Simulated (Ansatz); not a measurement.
Ansatz (a program for electronic structure) run on BaGa2H2 (P3m1, 5 atoms in the cell): self-consistent single point.

Computed with LDA (PW92), default PAW files made with PBE (plane waves; Ansatz).

```
Ba(GaH)2
1.0
    4.51261     0.00000     0.00000
   -2.25631     3.90804     0.00000
    0.00000     0.00000     4.96539
Ba Ga H
1 2 2
Direct
  0.00000   0.00000   0.01007
  0.33333   0.66667   0.46883
  0.66667   0.33333   0.53117
  0.33333   0.66667   0.13291
  0.66667   0.33333   0.86709
```

Reference input (self-consistent single point, DFT, LDA (PW92), plane waves, default PAW files made with PBE): basis.ecutwfc = 30.9 Ry; kpoints.mp_grid.grid = 9 9 7; hamiltonian.xc = lda; hamiltonian.pseudopotentials = {kind: paw} (the program's default PAW files); scf.occupations.method = fermi_dirac; scf.occupations.width = 0.0073 Ry. This run's input differs from it in these lines:

Ansatz 0.2 input:
```diff
@@ -15,3 +15,3 @@
   mp_grid:
-    grid: [9, 9, 7]
+    grid: [15, 15, 12]
 hamiltonian:
@@ -22,4 +22,4 @@
   occupations:
-    method: fermi_dirac
-    width: 0.0073 Ry
+    method: methfessel_paxton
+    width: 0.0367 Ry
 output:
```

Output (repeated stretches shortened):

```
SCF iter   1: F=—  HF=-13227.315665 eV  |F-HF|=—  |Δ(HF+E_count)|=         —  Δρ=8.42e-3  dr2=4.81e-2  ethr=1.77e-3  ⟨swp⟩=7.5  Hψ=35171  notcnv=0
all-band conjugate gradients solve this SCF's bands
preconditioner: auto → Kerker (q_TF=auto, 2.374 Å⁻¹)
SCF iter   2: F=—  HF=-13227.303007 eV  |F-HF|=—  |Δ(HF+E_count)|=   1.27e-2  S|Δr|=    0.00e0  Δρ=4.45e-3  dr2=1.59e-2  ethr=1.27e-4  ⟨swp⟩=1.1  Hψ=9397  notcnv=0
   [... lines left out ...]
SCF iter   6: F=—  HF=-13227.297576 eV  |F-HF|=—  |Δ(HF+E_count)|=   2.85e-5  S|Δr|=    0.00e0  Δρ=8.02e-5  dr2=6.88e-6  ethr=7.80e-8  ⟨swp⟩=2.0  Hψ=12148  notcnv=0
SCF iter   7: F=—  HF=-13227.297574 eV  |F-HF|=—  |Δ(HF+E_count)|=   1.80e-6  S|Δr|=    0.00e0  Δρ=1.48e-5  dr2=3.43e-7  ethr=1.81e-8  ⟨swp⟩=2.1  Hψ=12074  notcnv=0
SCF iter   8: F=-13227.297574 eV  HF=-13227.297574 eV  |F-HF|=6.54e-8  |Δ(HF+E_count)|=   2.89e-8  S|Δr|=    0.00e0  Δρ=7.95e-6  dr2=5.05e-8  ethr=2.63e-10  ⟨swp⟩=6.9  Hψ=34934  notcnv=0
SCF 1 converged in 8 iterations: F = -13227.297574 eV  dr2 = 5.05e-8
Stability not checked (fill_not_monotonic)
Free energy (F): -13227.297574 eV
Internal energy: -13227.317060 eV  (E = F + TS)
E sigma→0 (E₀):  -13227.302446 eV
Entropy (-TS):   0.019486 eV (3.897 meV/atom)
Fermi energy:    8.207326 eV
--- Forces (eV/Å), atoms counted from 1 ---
  atom   1  Ba     0.00000000     0.00000000    -0.09497683
  atom   2  Ga    -0.00000000    -0.00000000     0.20114012
  atom   3  Ga    -0.00000000     0.00000000    -0.09193528
  atom   4  H      0.00000000     0.00000000    -0.13883400
  atom   5  H     -0.00000000    -0.00000000     0.12460396
--- Stress (GPa, compression-positive) ---
       -3.527358      -0.000000       0.000000
       -0.000000      -3.527358       0.000000
        0.000000       0.000000      -2.864407
  P = ⅓ Tr σ = -3.3064 GPa (-33.064 kbar)
  The stress holds the Pulay correction. Without it, at fixed plane waves, as pw.x and ABINIT print it: P = -3.3542 GPa
```

The run converged in 8 iterations. Against the reference run the free energy goes up by 1.6 meV/atom, the pressure stays at -3.31 GPa and the largest force moves little (0.202 to 0.201 eV/Å).

The starting cell comes from a database of computed structures (which also holds hypothetical and non-ambient phases and stackings), without a prior relaxation at this level. Its lattice was rescaled by up to half a per cent. One atom was moved a little off its site on purpose. With a pressure of about -3 GPa the cell is away from its equilibrium volume at this level. Ansatz's pressure includes its estimate of the finite-basis (Pulay) stress.

Cost on one core of a shared machine: roughly 50 s.
